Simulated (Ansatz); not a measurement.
# AlB2-type ZrB2

The numbers are results of rVV10 in Ansatz (PAW), not measurements.

Settings: plane-wave cutoff 500 eV, 18×18×12 k mesh (along the axes of the cell as run), Fermi–Dirac smearing 0.05 eV, scalar-relativistic PAW data made under PBE.

Cell (relaxed at this level):

```xyz
3
Lattice="1.5866 -2.7481 0.0000 1.5866 2.7481 0.0000 0.0000 0.0000 3.5680" Properties=species:S:1:pos:R:3 pbc="T T T"
Zr     0.0000     0.0000     0.0000
B      1.5866     0.9160     1.7840
B      1.5866    -0.9160     1.7840
```

For AlB2-type ZrB2, the volume per atom comes out as 10.37 Å³/atom and the lattice constant a is 3.173 Å. The c axis length is 3.568 Å.

Measured, for comparison: lattice constant a 3.17 Å, lattice parameter c 3.532 Å (room temperature, no zero-point or thermal correction; as tabulated in Zhang et al. (2020), arXiv:1911.03307). Computed (rounded) less measured: lattice constant a +0.1 %, lattice parameter c +1.0 %.

The result took very roughly 50 core-seconds.

Ansatz is a program for electronic structure.
